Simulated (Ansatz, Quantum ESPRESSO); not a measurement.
A Quantum ESPRESSO input for a self-consistent single point of MoSi2 (I4/mmm, 3 atoms in the cell) (DFT, PBE, plane waves, GBRV 1.5 ultrasoft (PBE) pseudopotentials):

```fortran
&control
  calculation = 'scf',
  prefix = 'scf',
  outdir = './out',
  pseudo_dir = './',
  verbosity = 'high',
  tprnfor = .true.,
  tstress = .true.,
/
&system
  ibrav = 7,
  celldm(1) = 5.9677513221,
  celldm(3) = 2.445482866044,
  nat = 3,
  ntyp = 2,
  ecutwfc = 40,
  ecutrho = 320,
  occupations = 'smearing',
  smearing = 'fermi-dirac',
  degauss = 0.0036749,
/
&electrons
  conv_thr = 1.0e-11,
  mixing_beta = 0.4,
/
ATOMIC_SPECIES
Si    28.0850  si_pbe_v1.uspp.F.UPF
Mo    95.9500  mo_pbe_v1.uspp.F.UPF
ATOMIC_POSITIONS alat
Si    0.0000000000    0.0000000000    1.6262461059
Si    0.0000000000    0.0000000000    0.8192367601
Mo    0.0000000000    0.0000000000    0.0000000000
K_POINTS automatic
15 15 15  0 0 0
```

Translate this input to Ansatz (a program for electronic structure).

One input that does it (others would too):

Ansatz 0.2 input:
```yaml
crystal:
  lattice:
    - [-1.578999, 1.578999, 3.861415]
    - [1.578999, -1.578999, 3.861415]
    - [1.578999, 1.578999, -3.861415]
  atoms:
    - { symbol: Si, position_ang: [-0.000000, 0.000000, 5.135682] }
    - { symbol: Si, position_ang: [-0.000000, 0.000000, 2.587148] }
    - { symbol: Mo, position_ang: [0.000000, 0.000000, 0.000000] }
basis:
  ecutwfc: 420.0
kpoints:
  mp_grid: { grid: [15, 15, 15] }
hamiltonian:
  xc: pbe
  pseudopotentials: { kind: paw }
scf:
  occupations: { method: fermi_dirac, width: 0.05 }
output:
  forces: true
  eigenvalues: true
  stress: true
```

Basis, cutoffs, solver keys and any potentials are the target program's own. This input uses DFT, PBE, plane waves, default PAW files.

The starting cell has typed, rounded lattice constants, without a prior relaxation at this level. Its lattice was rescaled by a random factor within 2.5 % of one.
